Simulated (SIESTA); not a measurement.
Band structure of Tl (P6_3/mmc, 4 atoms in the cell).

```xyz
4
Lattice="3.4767 0.0000 0.0000 -1.7384 3.0109 0.0000 0.0000 0.0000 11.1631" Properties=species:S:1:pos:R:3 pbc="T T T"
Tl     0.0000     0.0000     0.0000
Tl     0.0000     0.0000     5.5815
Tl     0.0000     2.0073     2.7908
Tl     1.7384     1.0036     8.3723
```

Computed with GGA PBE, numerical atomic orbitals DZP, PseudoDojo PBE standard norm-conserving potentials (rewritten from UPF to PSML) in SIESTA.

Settings: XC.functional = GGA; XC.authors = PBE; potentials = PseudoDojo PBE standard; PAO.BasisSize = DZP; PAO.EnergyShift = 0.005 Ry; MeshCutoff = 400 Ry; kgrid.MonkhorstPack = 7 7 2; OccupationFunction = MP; OccupationMPOrder = 0; ElectronicTemperature = 580.23 K; MaxSCFIterations = 150; SCF.Mixer.Method = Broyden; SCF.Mixer.Weight = 0.25; SCF.Mixer.History = 6.

The starting cell comes from a database of computed structures (which also holds hypothetical and non-ambient phases and stackings), without a prior relaxation at this level. Its lattice was rescaled by a random factor within 2.5 % of one. Spin-orbit coupling is off. Values carry the incompleteness of an atom-centred basis.

Levels in eV from the Fermi level, bands 23 to 28:
| point | 23 | 24 | 25 | 26 | 27 | 28 |
|---|---|---|---|---|---|---|
| Γ | -8.40 | -5.06 | -2.65 | 3.40 | 3.41 | 8.13 |
| M | -4.60 | -3.94 | -2.49 | -2.14 | -0.14 | 0.35 |
| K | -4.28 | -3.99 | -0.73 | -0.46 | -0.46 | -0.27 |
| A | -6.67 | -6.67 | -0.36 | -0.36 | 7.90 | 7.90 |
| L | -4.43 | -4.43 | -1.61 | -1.61 | -0.92 | -0.92 |
| H | -4.27 | -4.27 | -0.97 | -0.97 | 0.21 | 0.21 |

Bands cross the Fermi level along this path, so the cell is metallic at this level.

Higher empty bands are left out: an atom-centred basis made for the valence describes them poorly.
